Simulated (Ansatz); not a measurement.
The reference is ZnCu2SnSe4 (space group I-4, No. 82; a = 5.764 Å, c = 11.526 Å).

(Cell as relaxed with PBE.)

Levels (all Ansatz, a quantum-chemistry and plane-wave program, PAW, earlier PAW set): PBE (420 eV, no spin-orbit coupling); PBEsol (420 eV, without spin-orbit coupling).

Each level relaxes its own structure.

| base | PBE | PBEsol |
|---|---|---|
| volume per atom | 23.93 Å³ | 22.65 Å³ |
| lattice parameter a | 576.4 pm | 565.8 pm |
| band gap | zero | zero |

Modification: S takes the place of Se on all its sites, then cell and atoms are relaxed.

```
quantity              PBE  PBEsol
---------------  --------  ------
volume per atom  20.44 Å³     ___
c/a ratio           2.000     ___
```

Task: Given the PBE results, estimate those of PBEsol.

Result: 
- volume per atom, PBEsol: 19.41 Å³
- c/a ratio, PBEsol: 2.002

PBE's volume per atom lies 1.03 Å³ above PBEsol's (5.3 %). Neither level is exact; PBEsol is the comparison here, not a measurement.

Stability against distortions was not tested. The final runs are not spin-polarised. Gaps under 0.05 eV, about the width of the smearing, are given as zero. A zero or small gap of ZnCu2SnS4 and ZnCu2SnSe4 can be the functional's error rather than a property of the material.
